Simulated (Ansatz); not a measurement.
Results of LC-ωPBE (plane waves, PAW; Ansatz, a program for electronic structure) for AlB2-type TiB2.

Numerical settings: plane-wave cutoff 460 eV, 12×12×8 k mesh (along the axes of the cell as run), Fermi–Dirac smearing 0.05 eV, no spin polarisation, scalar-relativistic PAW data made under PBE.

Computed at the level's own relaxed cell.

Q: Estimate the lattice constant a and c axis length that the calculation returns.

A: 
lattice constant a: 2.991 Å
c axis length: 3.170 Å

Measured, for comparison: lattice constant a 3.029 Å, lattice parameter c 3.229 Å (293 K, no zero-point or thermal correction; as tabulated in R. G. Munro, J. Res. NIST 105, 709 (2000), Material Properties of Titanium …). Computed (rounded) less measured: lattice constant a -1.3 %, lattice parameter c -1.8 %. A static lattice is as a rule a little smaller and stiffer than an uncorrected measurement, which narrows the difference in the lattice constant a, lattice parameter c and would widen misses of the other sign.

Note: the run has no spin polarisation, so it can have missed a magnetic state.

Static lattice: no zero-point or thermal effects.

Computing time: roughly 50 core-minutes.
